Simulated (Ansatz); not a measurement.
SnS2 (P6₃mc, No. 186; cell taken from a computed entry) was calculated with dielectric-dependent PBEsol hybrid (plane waves, PAW; Ansatz, a quantum-chemistry and plane-wave program).

Numerical settings: plane-wave cutoff 460 eV, 9×9×2 k mesh (along the axes of the cell as run), Fermi–Dirac smearing 0.01 eV, scalar-relativistic PAW data made under PBE.

Cell (relaxed with PBEsol):

```
SnS2
1.0
    3.65106     0.00000     0.00000
   -1.82553     3.16191     0.00000
    0.00000     0.00000    12.15748
Sn S
2 4
Direct
  0.33333   0.66667   0.62502
  0.66667   0.33333   0.12502
  0.66667   0.33333   0.74621
  0.33333   0.66667   0.24621
  0.00000   0.00000   0.00377
  0.00000   0.00000   0.50377
```

Problem. Give the computed band gap, smallest direct gap on the k points sampled and direct gap at Γ.

Solution. 
* **band gap**: 2.06 eV
* **smallest direct gap on the k points sampled**: 2.30 eV
* **direct gap at Γ**: 2.89 eV

Note: cell and atoms aren't relaxed at this level (pressure -1.3 GPa); the cell has widely spaced layers and the level no dispersion term, so their spacing and the moduli can rest on weak binding.

Spin–orbit coupling is not included.

Static lattice: no zero-point or thermal effects.
